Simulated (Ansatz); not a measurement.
The starting structures come from a database of crystals and need not be the phases stable at ambient conditions.

By PBEsol, the system below comes out a metal.

A figure of merit of an interconnect metal is its ballistic conductance per area.

Given:

```
RhSi
1.0
    3.08801     0.00000     0.00000
    0.00000     5.54853     0.00000
    0.00000     0.00000     6.38820
Si Rh
4 4
Cartesian
  2.31601   1.02026   2.83361
  0.77200   4.52827   3.55459
  0.77200   1.75400   6.02771
  2.31601   3.79453   0.36049
  2.31601   0.01165   5.09299
  0.77200   5.53688   1.29521
  0.77200   2.76261   1.89889
  2.31601   2.78592   4.48931
```

The cell is taken as given; by PBEsol it stands under a pressure of -2.8 GPa.

The current flows along the normal of the first two printed cell vectors. No spin-orbit coupling; the value is a mean over 0.1 eV about the Fermi level.

Compute, with PBEsol (Ansatz, a quantum-chemistry and plane-wave program), the ballistic conductance per area.

0.24 × 10¹⁵ S/m² for both spins.
